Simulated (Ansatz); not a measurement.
Cells marked so need not be the phases stable at ambient conditions, and some may be hypothetical.

No gap correction and no spin-orbit coupling; mid-gap values are interpolated between computed energies.

A. CdPdF6 (R-3, not sure to be the ambient phase, 8 atoms a cell, 13.4 Å³ an atom), along the normal of (101)
B. KRb$_{2}$ScF$_{6}$ (Fm-3m, not sure to be the ambient phase, 10 atoms a cell, 19.5 Å³ an atom, -2 GPa at this level), along the normal of (111)
C. Tl2SiF6 (Fm-3m, not sure to be the ambient phase, 9 atoms a cell, 18.5 Å³ an atom, -3 GPa at this level), along the normal of (001)

Task: Put the candidates in order of mid-gap decay constant of the slowest evanescent state, lowest first, for r2SCAN (Ansatz, an electronic-structure program).

Result: C (0.39 1/Å), A (0.50 1/Å), B (0.56 1/Å)
